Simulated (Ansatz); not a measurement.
A hypothetical phase is included: elements placed on a structure type, which no database files for this compound.

**Evanescent states of SiC (Pm-3n, 12 atoms a cell, 12.6 Å³ an atom) along the normal of (111)**

Calculation: r2SCAN (plane waves, PAW; Ansatz, an electronic-structure program).

No gap correction and no spin-orbit coupling; mid-gap is the computed energy nearest the middle.

Energies count from the valence-band top; κ is the least over a 6×6 mesh across the current.

```csv
E (eV),κ (1/Å),where
0.06,0.078,Γ
0.17,0.134,Γ
0.28,0.172,Γ
0.39,0.202,Γ
0.49,___,Γ
0.60,___,Γ
0.71,___,Γ
0.82,___,Γ
0.94,___,Γ
1.04,___,off Γ
1.16,___,off Γ
1.26,___,off Γ
1.38,___,off Γ
1.49,___,off Γ
1.59,___,off Γ
1.71,0.197,off Γ
1.81,0.170,off Γ
1.93,0.137,off Γ
2.04,0.090,off Γ
```

Question: Some entries are withheld; supply them.

Answer: 
- 0.49, κ (1/Å): 0.227
- 0.60, κ (1/Å): 0.249
- 0.71, κ (1/Å): 0.268
- 0.82, κ (1/Å): 0.285
- 0.94, κ (1/Å): 0.300
- 1.04, κ (1/Å): 0.308
- 1.16, κ (1/Å): 0.293
- 1.26, κ (1/Å): 0.277
- 1.38, κ (1/Å): 0.260
- 1.49, κ (1/Å): 0.241
- 1.59, κ (1/Å): 0.221
